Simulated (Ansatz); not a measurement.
The structure below was relaxed with Ansatz (a quantum-chemistry and plane-wave program), PBE, PAW, cutoff 420 eV, no spin-orbit coupling.

```yaml
crystal:
  lattice:
    - [0.00000, 2.49120, 2.49120]
    - [2.49120, 0.00000, 2.49120]
    - [2.49120, 2.49120, 0.00000]
  atoms:
    - { symbol: N, position: [0.00000, 0.00000, 0.00000] }
    - { symbol: Sb, position: [0.50000, 0.50000, 0.50000] }
```

**Question.** Find the space group and the Wyckoff positions.

**Answer.** Space group Fm-3m (No. 225); a = b = c = 4.9824 Å, α = β = γ = 90.00°

```
atom  site  symmetry       x       y       z
----  ----  --------  ------  ------  ------
N       4a      m-3m  0.0000  0.0000  0.0000
Sb      4b      m-3m  0.5000  0.5000  0.5000
```

**Question.** Describe the coordination.

**Answer.** The crystal has 8 atoms in its conventional cell. Lattice parameters: a = b = c = 4.9824 Å, α = β = γ = 90.00°. N has 6 Sb at 2.491 Å (octahedral). Sb is coordinated by 6 N at 2.491 Å (octahedral). (Neighbours: up to the widest gap in distance over summed covalent radii, below 1.35, at either atom.)

With Sb present, leaving out spin-orbit coupling can change the band edges. Whether these cells are dynamically stable was not tested. All final runs are without spin polarisation. The cell was made from VN by this change: V → Sb; the result is a hypothetical phase, not in the database extracts checked.
